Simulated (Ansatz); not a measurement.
MoIr (P-6m2, No. 187, 2 atoms in the cell; start mp-1221414), treated with LDA (Ansatz, a program for electronic structure, PAW).

Settings: plane-wave cutoff 520 eV, 24×24×12 k mesh (along the axes of the cell as run), Fermi–Dirac smearing 0.05 eV, no spin polarisation, scalar-relativistic PAW data made under PBE.

Cell (relaxed at this level):

IrMo is taken in the hexagonal space group P-6m2 (No. 187), Pearson symbol hP2. Conventional cell: a = b = 2.7363 Å, c = 4.4118 Å, α = β = 90.00°, γ = 120.00°. Mo on 1a is coordinated by 6 Ir at 2.713 Å and 6 Mo at 2.736 Å (anticuboctahedral). Ir on 1d has 6 Mo at 2.713 Å and 6 Ir at 2.736 Å (anticuboctahedral). (Neighbours: up to the widest gap in distance over summed covalent radii, below 1.35, at either atom.)

**Question.** Predict the bulk modulus.

**Answer.** 
- bulk modulus: 350 GPa

Note: the run has no spin polarisation, so it can have missed a magnetic state; the bulk modulus is −V dP/dV from two relaxed cells at ±2 % in volume; the relaxation could not lower the start's symmetry, so the cell can be a saddle point above a distorted one.

Spin–orbit coupling is not included.

Static lattice: no zero-point or thermal effects.

A start named mp-… is a Materials Project structure, which need not be a measured phase.
